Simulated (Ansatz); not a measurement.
# Wurtzite MgS (model structure)

These are LDA (PAW; Ansatz, an electronic-structure program) values and carry that method's errors.

Settings: plane-wave cutoff 500 eV, 12×12×6 k mesh (along the axes of the cell as run), gaussian smearing 0.02 eV, scalar-relativistic PAW data made under PBE.

Cell (relaxed at this level):

MgS is taken in the hexagonal space group P6₃mc (No. 186), the wurtzite structure, Pearson symbol hP4. Cell: a = b = 3.9841 Å, c = 6.3592 Å, α = β = 90.00°, γ = 120.00°. Mg on 2b is surrounded by 4 S at 2.420–2.428 Å (tetrahedral). S on 2b sees 4 Mg at 2.420–2.428 Å (tetrahedral). (Neighbours: up to the widest gap in distance over summed covalent radii, below 1.35, at either atom; cation-cation and far metal-metal contacts left out.)

| Quantity | Result |
|---|---|
| band gap | 3.35 eV (on the SCF k mesh) |

Note: the relaxation could raise the start's symmetry but not lower it, so the cell can be a saddle point.

Static lattice: no zero-point or thermal effects.

The result took about 30 core-seconds (a rough figure).

A model structure was made by putting elements into a prototype or built by hand; it is no filed structure, need not be a known phase, and can be a saddle point held by its symmetry.
